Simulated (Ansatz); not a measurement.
Given:

```yaml
crystal:
  lattice:
    - [4.30390, 0.00000, 0.00000]
    - [2.15195, 3.72729, 0.00000]
    - [0.00000, 0.00000, 7.26311]
  atoms:
    - { symbol: Cd, position: [0.33333, 0.33333, 0.00358] }
    - { symbol: Cd, position: [0.66667, 0.66667, 0.50358] }
    - { symbol: Se, position: [0.33333, 0.33333, 0.37242] }
    - { symbol: Se, position: [0.66667, 0.66667, 0.87242] }
```

No spin polarisation.

Method: Ansatz (a first-principles code), PBE, PAW, cutoff 420 eV, without spin-orbit coupling. Γ-centred 9×9×5 mesh, Fermi–Dirac width 0.05 eV.

Task: Predict the band gap, electron mass, valence-band top at Γ and width of the top valence band.

Result: Band gap: 0.52 eV
Electron mass: 0.060 mₑ (at Γ)
Valence-band top at Γ (three highest levels, from the VBM): 0.00, 0.00, -0.19 eV
Width of the top valence band: 1.66 eV

The cells carry an imposed strain or load. Effective masses come from finite differences of ±0.01 Å⁻¹. Stability against distortions was not tested. The cell was made from CdSe in the wurtzite structure (space group P6_3mc, No. 186) by this change: biaxial strain −1.80 %, plane normal [001], relaxed out of plane.
